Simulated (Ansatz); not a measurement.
System: CsCl-type CoGa. Method: r²SCANh (Ansatz, a program for electronic structure, PAW).

Run with plane-wave cutoff 520 eV, 10×10×10 k mesh, Fermi–Dirac smearing 0.05 eV, no spin polarisation, scalar-relativistic PAW data made under PBE.

Energies at three volumes about the minimum:

```
V (Å³/atom)  E − E_lowest (meV/atom)
-----------  -----------------------
11.056                          5.26
11.340                          0.00
11.508                          1.41
```

Q: Fit a parabola by hand: where is the minimum, what lattice constant follows, and what is the bulk modulus?

A: Slopes: (0.00 − 5.26)/(11.340 − 11.056) = -18.521 and (1.41 − 0.00)/(11.508 − 11.340) = 8.393 meV/Å³. Curvature E″ = 2 × (8.393 − (-18.521))/(11.508 − 11.056) = 119.088 meV/Å⁶. From the middle of the first interval, the slope vanishes at V0 = 11.1980 − (-18.521)/119.088 = 11.354 Å³/atom. B = V0 E″ = 11.354 × 119.088 meV/Å³ × 0.1602 GPa per meV/Å³ = 217 GPa. With 2 atoms in the cube, a = (2 × 11.354)^(1/3) = 2.832 Å. The full Birch–Murnaghan fit to all volumes gives V0 = 11.350 Å³/atom and B0 = 212 GPa.

Measured, for comparison: lattice constant a 2.878 Å (temperature not stated, copied from a table, unchecked, no zero-point or thermal correction; as tabulated in Monatshefte fuer Chemie und verwandte Teile anderer Wissenschaften 123, 509 (1992)).

Note: the run has no spin polarisation, so it can have missed a magnetic state.
